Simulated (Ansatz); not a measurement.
## BP (space group P4_2/mnm, No. 136; a hypothetical phase, not in the database extracts checked)

```yaml
crystal:
  lattice:
    - [5.53234, 0.00000, 0.00000]
    - [0.00000, 5.53234, 0.00000]
    - [0.00000, 0.00000, 3.18730]
  atoms:
    - { symbol: B, position: [0.32159, 0.67841, 0.00000] }
    - { symbol: B, position: [0.67841, 0.32159, 0.00000] }
    - { symbol: B, position: [0.82159, 0.82159, 0.50000] }
    - { symbol: B, position: [0.17841, 0.17841, 0.50000] }
    - { symbol: P, position: [0.31929, 0.31929, 0.00000] }
    - { symbol: P, position: [0.68071, 0.68071, 0.00000] }
    - { symbol: P, position: [0.18071, 0.81929, 0.50000] }
    - { symbol: P, position: [0.81929, 0.18071, 0.50000] }
```

Computed with PBEsol (Ansatz, a program for electronic structure, PAW, no spin-orbit coupling). Γ-centred 6×6×10 mesh, Fermi–Dirac width 0.05 eV.

```yaml
volume_per_atom: 12.19 Å³
density: 2.85 g/cm³
band_gap: 0.26 eV, indirect, Γ → k = (0, 0, 0.300) in the run's primitive reciprocal basis
electron_mass: 0.46 mₑ along k, 0.32 mₑ across
total_energy: -446.648 eV/atom (σ→0; compares only within this code and set-up)
```

Effective masses come from finite differences of ±0.01 Å⁻¹. Along k means along the line from Γ to the band edge. Stability against distortions was not tested. The zero or small gap of BP can change with the level of theory.
